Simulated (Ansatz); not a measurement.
The starting structures come from a database of crystals and need not be the phases stable at ambient conditions.

By PBEsol, the system below comes out a metal.

Without scattering a metal conducts by its projected Fermi surface.

Data:

```
CELL_PARAMETERS angstrom
      2.53410     0.00000     0.00000
     -1.26705     2.19459     0.00000
      0.00000     0.00000     4.23595
ATOMIC_POSITIONS crystal
  Cu 0.33333 0.66667 0.25000
  Cu 0.66667 0.33333 0.75000
```

Space group of this cell: P6_3/mmc, hcp (Mg type). The cell is strained (lengths along the current scaled by 1.03, ions clamped); by PBEsol its mean pressure is -5.9 GPa.

The current flows along the normal of the first two printed cell vectors, the (001) (indices of the unstrained crystal) plane of the conventional cell. No spin-orbit coupling; the value is a mean over 0.1 eV about the Fermi level.

Q: Estimate the ballistic conductance per area that PBEsol in Ansatz (a program for electronic structure) returns for this system.

A: 1.1 × 10¹⁵ S/m² for both spins.
